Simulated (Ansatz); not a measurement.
Effect of strain tensor (xx, yy, zz, yz, xz, xy) = (−1.54, +0.05, +0.41, −1.22, +0.15, +0.17) % on ZnGeO3

Consider ZnGeO₃ (space group R-3, No. 148; a cell from a computed database, its experimental status unchecked; layered).

```
CELL_PARAMETERS angstrom
      2.49087     1.43810     4.61002
     -2.49087     1.43810     4.61002
      0.00000    -2.87620     4.61002
ATOMIC_POSITIONS crystal
  Zn 0.36803 0.36803 0.36803
  Zn 0.63197 0.63197 0.63197
  Ge 0.15613 0.15613 0.15613
  Ge 0.84387 0.84387 0.84387
  O  0.78399 0.04627 0.43899
  O  0.21601 0.95373 0.56101
  O  0.04627 0.43899 0.78399
  O  0.95373 0.56101 0.21601
  O  0.43899 0.78399 0.04627
  O  0.56101 0.21601 0.95373
```

Cartesian axes are those of the cell as printed.

It is then changed as follows: strain tensor (xx, yy, zz, yz, xz, xy) = (−1.54, +0.05, +0.41, −1.22, +0.15, +0.17) %, atoms relaxed at fixed cell.

All numbers come from PBEsol (Ansatz, a program for electronic structure, PAW, no SOC). Settings: 8×8×8 k-points, 0.05 eV Fermi–Dirac smearing.

```csv
quantity,base,changed,shift
volume per atom,9.91 Å³,9.80 Å³,-0.11 Å³
space group,R-3 (No. 148),P-1 (No. 2),–
shortest interatomic distance,1.881 Å,1.862 Å,-0.019 Å
energy relative to the base (free energy F),0 meV/atom,+3.3 meV/atom,+3.3 meV/atom
"pressure (mean of the normal stresses, compression positive)",-0.01 GPa,2.64 GPa,+2.65 GPa
band gap,2.38 eV,2.49 eV,+0.11 eV
gap character,–,"indirect, k = (0.125, 1/4, 0) in the run's primitive reciprocal basis → Γ",–
smallest direct gap,2.53 eV,2.62 eV,+0.082 eV
electron mass,0.23 mₑ (at Γ),0.24 mₑ (at Γ),–
largest internal atomic displacement,–,0.026 Å,–
"stress (xx, yy, zz, yz, xz, xy; compression positive)",–,"(5.70, 1.61, 0.61, 0.94, -0.17, -0.32) GPa",–
```

Final structure:

```yaml
crystal:
  lattice:
    - [2.46187, 1.38704, 4.61518]
    - [-2.44315, 1.37857, 4.60771]
    - [0.00203, -2.93365, 4.66387]
  atoms:
    - { symbol: Zn, position: [0.36277, 0.36671, 0.37178] }
    - { symbol: Zn, position: [0.63723, 0.63329, 0.62822] }
    - { symbol: Ge, position: [0.15590, 0.15563, 0.15735] }
    - { symbol: Ge, position: [0.84410, 0.84437, 0.84265] }
    - { symbol: O, position: [0.78197, 0.04341, 0.44318] }
    - { symbol: O, position: [0.21803, 0.95659, 0.55682] }
    - { symbol: O, position: [0.04710, 0.43666, 0.78742] }
    - { symbol: O, position: [0.95290, 0.56334, 0.21258] }
    - { symbol: O, position: [0.43669, 0.78219, 0.04947] }
    - { symbol: O, position: [0.56331, 0.21781, 0.95053] }
```

Effective masses come from finite differences of ±0.01 Å⁻¹. Whether these cells are dynamically stable was not tested. No dispersion term is included in the PBEsol runs. k-point labels follow each cell's own Brillouin zone.
